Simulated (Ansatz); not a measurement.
Given:

Host crystal: anatase TiO2, with a band gap (PBE, scalar-relativistic without spin-orbit coupling).

End structure of H on the 1x1 (101) surface of anatase TiO2 (cut with top plane O), one in a 2x1 cell, started at the site 'top O #2':

```xyz
37
Lattice="7.5975 0.0000 0.0000 1.8994 5.2090 0.0000 0.0000 0.0000 28.5000" Properties=species:S:1:pos:R:3 pbc="T T T"
O      1.8994     2.2734     9.5548
O      5.6981     2.2734     9.5548
Ti     1.8994     3.8696    10.4672
Ti     5.6981     3.8696    10.4672
O      3.7988     4.3968    10.2347
O      7.5975     4.3968    10.2347
O      3.7988     0.6610    10.9426
O      7.5975     0.6610    10.9426
Ti     1.8994     1.0646    10.9433
Ti     5.6981     1.0646    10.9433
O      1.8994     2.8956    11.9562
O      5.6981     2.8956    11.9562
O      1.8994     0.6402    13.0347
O      5.6981     0.6402    13.0347
Ti     1.8999     2.4017    13.9473
Ti     5.6986     2.4001    13.9480
O      3.7985     2.8058    14.0166
O      7.5977     2.8095    14.0170
O      1.9003     4.3271    14.5060
O      5.6972     4.3246    14.5301
Ti     3.7973     4.7453    14.5170
Ti     7.5972     4.7443    14.5276
O      1.8991     1.2648    15.4793
O      5.6986     1.2804    15.4838
O      3.7575     4.2036    16.5798
O      7.6399     4.2332    16.5655
Ti     1.8897     0.7470    17.4847
Ti     5.7120     0.8567    17.5000
O      3.7493     1.2921    17.5915
O      7.6451     1.3059    17.6106
O      1.8949     2.7251    18.6685
O      5.7031     2.7551    18.2678
Ti     3.8790     3.2384    18.0827
Ti     7.5221     3.2917    18.0650
O      3.8249     4.8240    18.9810
O      7.5712     4.8872    18.9547
H      1.8818     2.5746    19.6302
```

Set-up: 37 atoms, 9.4 Å thick at the start under the adsorbate (thin: gaps and levels are the slab's own); mesh 3x4x1; 0.01 eV smearing; dipole correction on; single point; no symmetry held, on the structure that PBE left; spin-polarised, ending with about 0.6 μB a cell, a value that depends on the mesh; orders that need a larger cell were not tried, no spin-orbit, no U, no dispersion correction. The slab shows no gap over 0.04 eV on its mesh. The program's check for a lower electronic state was not made. It is one chosen start, not shown to be the lowest state of the adsorbate.

A negative adsorption energy means that the adsorbate is more stable on the surface than in its reference.

Problem. Give the adsorption energy against ½ H2(g) at the same level at the level r2SCAN, at the PBE geometry and the start's symmetry in Ansatz (a first-principles code).

Solution. 84 kJ/mol

Problem. Estimate the change of the step from the bottom to the top vacuum level, against the clean slab that r2SCAN, at the PBE geometry and the start's symmetry returns for this input.

Solution. -1.30 eV
